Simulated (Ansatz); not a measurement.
## Response to strain in Nb

The reference is Nb in the bcc (W type) structure (space group Im-3m, No. 229; a = 3.248 Å; relaxed with 0.1 eV smearing). Axes: x, y, z lie along the cube axes.

Strains are applied to the cell and any free atomic positions relax.

Computed with Ansatz (an electronic-structure program), LDA, PAW, cutoff 420 eV, spin-orbit coupling left out.

Notes on the quantities. energy relative to the base: free energy F; pressure: mean of the normal stresses, compression positive.

```
change                          shortest interatomic distance  energy relative to the base  pressure
------------------------------  -----------------------------  ---------------------------  --------
base                                                  2.813 Å                   0 meV/atom   0.0 GPa
uniaxial strain ε_zz = −2.50 %                        2.790 Å                +9.5 meV/atom   5.1 GPa
uniaxial strain ε_zz = −2.00 %                        2.795 Å                +6.0 meV/atom   4.0 GPa
uniaxial strain ε_zz = −1.50 %                        2.799 Å                +3.4 meV/atom   3.0 GPa
uniaxial strain ε_zz = −1.00 %                        2.804 Å                +1.5 meV/atom   1.9 GPa
uniaxial strain ε_zz = −0.50 %                        2.809 Å                +0.4 meV/atom   1.0 GPa
uniaxial strain ε_zz = +0.50 %                        2.818 Å                +0.4 meV/atom  -0.9 GPa
uniaxial strain ε_zz = +1.50 %                        2.827 Å                +3.2 meV/atom  -2.7 GPa
uniaxial strain ε_zz = +2.00 %                        2.832 Å                +5.7 meV/atom  -3.6 GPa
uniaxial strain ε_zz = +2.50 %                        2.837 Å                +8.9 meV/atom  -4.4 GPa
```

Stability against distortions was not tested. All final runs are without spin polarisation.
